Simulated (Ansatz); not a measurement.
The starting structures come from a database of crystals and need not be the phases stable at ambient conditions.

Inside the gap of an insulator the Bloch states are evanescent, with a wavenumber k + iκ along the transport direction.

```
AlN
1.0
    2.87725     0.00000     0.00000
   -1.43862     2.49177     0.00000
    1.43862     0.83059     2.34926
Al N
1 1
Direct
  0.00000   0.50000   0.50000
  0.00000   0.00000   0.00000
```

The cell is taken as given; by r2SCAN it stands under a pressure of -6.1 GPa.

Transport runs along the normal of the first two printed cell vectors, the (111) plane of the conventional cell.

The gap is the functional's own. No spin-orbit coupling. Mid-gap values are those at the computed energy nearest the middle.

### Question
Estimate the band gap and the smallest decay constant κ at mid-gap that r2SCAN (Ansatz, a first-principles code) returns for this system.

### Answer
Gap 5.29 eV on a 14×14×14 mesh; κ = 0.315 1/Å, at the zone centre.
